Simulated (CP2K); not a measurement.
Several settings converged on HfGeTe (P4mm, 6 atoms in the cell)

```xyz
6
Lattice="3.7442 0.0000 0.0000 0.0000 3.7442 0.0000 0.0000 0.0000 10.1754" Properties=species:S:1:pos:R:3 pbc="T T T"
Hf     0.0000     1.8721     8.1048
Hf     1.8721     0.0000     2.1207
Ge     0.0000     0.0000     0.0000
Ge     1.8721     1.8721     0.0000
Te     1.8721     0.0000     6.7178
Te     0.0000     1.8721     3.4576
```

Base method: PBEsol, GPW, DZVP-MOLOPT-SR-GTH basis, GTH-PBE potentials (GTH_POTENTIALS) (CP2K 2026.2).

Base settings: CUTOFF = 500 Ry; REL_CUTOFF = 60 Ry; SMEAR/METHOD = GAUSSIAN; SIGMA = 0.1 eV; KPOINTS/SCHEME = MONKHORST-PACK 4 4 2; GAMMA_CENTERED = T; XC_FUNCTIONAL = PBE:PBESOL; Hf/BASIS_SET = DZVP-MOLOPT-SR-GTH-q12; Hf/POTENTIAL = GTH-PBE-q12; Ge/BASIS_SET = DZVP-MOLOPT-SR-GTH-q4.

**The k-point mesh**

Moved along: GAMMA_CENTERED.

The second cell is the first with its lattice scaled by 0.98.

Only quantities that move along the ladder and can be compared are tabulated.

| KPOINTS/SCHEME | free energy less the last step's (meV/atom) | energy of the compressed cell less the first (meV/atom) | pressure (GPa) | largest difference of a force vector from the last step's (eV/Å) |
|---|---|---|---|---|
| MONKHORST-PACK 2 2 1 | 427.87 | 32.90 | 0.86 | 0.364 |
| MONKHORST-PACK 3 3 2 | 10.80 | 25.55 | -0.01 | 0.353 |
| MONKHORST-PACK 4 4 2 | 11.19 | 25.35 | -0.04 | 0.244 |
| MONKHORST-PACK 6 6 2 | -6.43 | 24.06 | -0.19 | 0.076 |
| MONKHORST-PACK 7 7 3 | 0.10 | 24.46 | -0.14 | 0.052 |
| MONKHORST-PACK 8 8 3 | 0.00 | 24.36 | -0.15 | 0.000 |

Coarsest KPOINTS/SCHEME that holds the energy of the compressed cell less the first within 2 meV/atom of the last step, with all finer ones: MONKHORST-PACK 3 3 2; the step before is off by 8.5 meV/atom.

Coarsest KPOINTS/SCHEME that holds the pressure within 0.05 GPa of the last step, with all finer ones: MONKHORST-PACK 6 6 2; the step before is off by 0.11 GPa.

Coarsest KPOINTS/SCHEME that holds the forces within 0.02 eV/Å: not settled: the last two steps still differ by 0.052 eV/Å, over half the tolerance, so the ladder does not show it.

The energy difference between the two cells stays within 1 meV/atom of the last step's from MONKHORST-PACK 4 4 2 on, the total only from MONKHORST-PACK 7 7 3 on: much of the error is common to both cells and cancels.

Two neighbours can agree and both be off: MONKHORST-PACK 3 3 2 and MONKHORST-PACK 4 4 2 differ by 0.39 meV/atom in the free energy, yet lie about 11 meV/atom from the last step.

**The k-point mesh at a smearing width of 0.02 eV**

In this ladder: SIGMA = 0.02 eV. Moved along: GAMMA_CENTERED.

Only quantities that move along the ladder and can be compared are tabulated.

| KPOINTS/SCHEME | free energy less the last step's (meV/atom) | pressure (GPa) | largest difference of a force vector from the last step's (eV/Å) |
|---|---|---|---|
| MONKHORST-PACK 3 3 2 | 11.73 | -0.01 | 0.337 |
| MONKHORST-PACK 5 5 2 | -7.13 | -0.27 | 0.042 |
| MONKHORST-PACK 7 7 3 | 1.76 | -0.17 | 0.050 |
| MONKHORST-PACK 10 10 4 | 1.73 | -0.16 | 0.022 |
| MONKHORST-PACK 12 12 5 | 0.00 | -0.17 | 0.000 |

Coarsest KPOINTS/SCHEME that holds the free energy within 5 meV/atom of the last step, with all finer ones: MONKHORST-PACK 7 7 3; the step before is off by 7.1 meV/atom.

Coarsest KPOINTS/SCHEME that holds the forces within 0.02 eV/Å: not settled: the last two steps still differ by 0.022 eV/Å, over half the tolerance, so the ladder does not show it.

Coarsest KPOINTS/SCHEME that holds the pressure within 0.05 GPa of the last step, with all finer ones: MONKHORST-PACK 7 7 3; the step before is off by 0.10 GPa.

**The k-point mesh at a smearing width of 0.3 eV**

In this ladder: SIGMA = 0.3 eV. Moved along: GAMMA_CENTERED.

Only quantities that move along the ladder and can be compared are tabulated.

| KPOINTS/SCHEME | free energy less the last step's (meV/atom) | pressure (GPa) | largest difference of a force vector from the last step's (eV/Å) |
|---|---|---|---|
| MONKHORST-PACK 3 3 2 | 14.64 | -0.05 | 0.265 |
| MONKHORST-PACK 5 5 2 | -6.45 | -0.22 | 0.030 |
| MONKHORST-PACK 7 7 3 | 1.12 | -0.13 | 0.023 |
| MONKHORST-PACK 10 10 4 | 0.84 | -0.15 | 0.010 |
| MONKHORST-PACK 12 12 5 | 0.00 | -0.15 | 0.000 |

Coarsest KPOINTS/SCHEME that holds the free energy within 5 meV/atom of the last step, with all finer ones: MONKHORST-PACK 7 7 3; the step before is off by 6.5 meV/atom.

Coarsest KPOINTS/SCHEME that holds the pressure within 0.05 GPa of the last step, with all finer ones: MONKHORST-PACK 7 7 3; the step before is off by 0.07 GPa.

On the base run: the starting cell comes from a database of computed structures (which also holds hypothetical and non-ambient phases and stackings), without a prior relaxation at this level. Its lattice was rescaled by up to half a per cent. One atom was moved a little off its site on purpose. Values carry the incompleteness of an atom-centred basis. The potentials were made for another functional than the one used. Without a gap this mesh is coarse (it stands for a supercell whose shortest vector is 15 Å).
